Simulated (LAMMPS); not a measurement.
Molecular dynamics of a melt made from Ni (fcc) with 50 % of Ni sites Pt, 4000 atoms, at 1790 K and 0 GPa, brought to that temperature within a few picoseconds.

Level of theory: classical MD, pair style eam, the elements' _u3.eam files (universal-3 set of Foiles, Baskes and Daw) (LAMMPS).

Q: What does the simulation give for the state found, the coordination number of Pt by Pt, the self-diffusion coefficient of Pt (not corrected for cell size), the coordination number of Ni by Ni, the density?

A: state found: liquid; coordination number of Pt by Pt: 7.09 (counted to 3.78 Å); self-diffusion coefficient of Pt (not corrected for cell size): (3.02 ± 0.04) × 10^-5 cm²/s; coordination number of Ni by Ni: 5.10 (counted to 3.38 Å); density: 14.5886 ± 0.0009 g/cm³.

Caution: a run this short can hold a crystal over, or a liquid under, the potential's own melting point, which these runs don't give.
